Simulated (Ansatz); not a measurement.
Defect migration in polar orthorhombic HfO2: interstitial O, charge state -2. Level of theory: PBE, PAW (plane waves to 420 eV; Ansatz, a program for electronic structure).

96-site cell at the relaxed PBE lattice, the Γ point alone, smearing 0.01 eV, spin-restricted, no finite-size correction. Static, classical nuclei. Spin-orbit coupling is left out. The host's phase is taken as given; its stability against other phases was not computed. The charge state is imposed; whether it is stable for some Fermi level was not computed. Sites that were not tried may lie lower.

Barriers: single points on a 2×2×2 k-point mesh shifted by half a step at the bands' geometries.

The step: several atoms move together, O the farthest. Atoms about the jump, Cartesian Å from the middle of the jump, before and after:

```
atom     x0     y0     z0     x1     y1     z1
----  -----  -----  -----  -----  -----  -----
O1     0.66   0.59  -0.29  -0.66  -0.59   0.29
Hf2   -1.34   1.09  -0.61  -1.34   1.01  -0.84
Hf3    1.23  -1.39  -0.65   1.10  -1.51  -0.63
Hf4    0.88   1.09   1.75   0.86   1.08   1.93
O5    -1.06   0.23   1.39  -1.14   0.58   2.25
O6     1.81  -0.72   1.35   1.77  -0.61   1.22
O7     0.19  -0.58  -2.25   0.42   0.11  -1.69
O8    -0.25   2.70   0.57  -0.12   2.31   0.50
O9    -0.18  -2.49   0.50   0.05  -2.93   0.46
O10   -2.25  -0.60  -1.32  -2.40  -0.54  -1.65
Hf11  -1.77  -1.61   1.84  -1.71  -1.40   1.90
O12   -0.36   2.32  -2.05  -0.35   2.46  -2.05
O13    2.58   2.16   0.52   2.54   2.08   0.50
O14   -2.80   2.10   0.51  -2.77   2.04   0.47
O15   -0.53  -2.92  -2.08  -0.43  -2.61  -2.01
O16   -3.56  -0.63   1.12  -3.48  -0.57   1.08
O17    3.00  -0.56  -1.46   2.99  -0.62  -1.39
```

Question: Where do these atoms stand at the saddle point, and how high is it?

Answer: 
| atom | x | y | z |
|---|---|---|---|
| O1 | -0.13 | -0.06 | 0.17 |
| Hf2 | -1.41 | 1.14 | -0.80 |
| Hf3 | 1.13 | -1.48 | -0.66 |
| Hf4 | 0.78 | 1.02 | 1.82 |
| O5 | -1.20 | 0.48 | 2.15 |
| O6 | 1.87 | -0.66 | 1.28 |
| O7 | 0.25 | -0.34 | -2.15 |
| O8 | -0.21 | 2.51 | 0.50 |
| O9 | -0.14 | -2.65 | 0.58 |
| O10 | -2.32 | -0.57 | -1.47 |
| Hf11 | -1.74 | -1.53 | 1.92 |
| O12 | -0.35 | 2.35 | -2.08 |
| O13 | 2.50 | 2.07 | 0.47 |
| O14 | -2.81 | 2.07 | 0.46 |
| O15 | -0.44 | -2.76 | -1.97 |
| O16 | -3.46 | -0.58 | 1.08 |
| O17 | 2.95 | -0.60 | -1.41 |
It lies 0.62 eV above the start and 0.62 eV above the end. The saddle point's order was not checked.
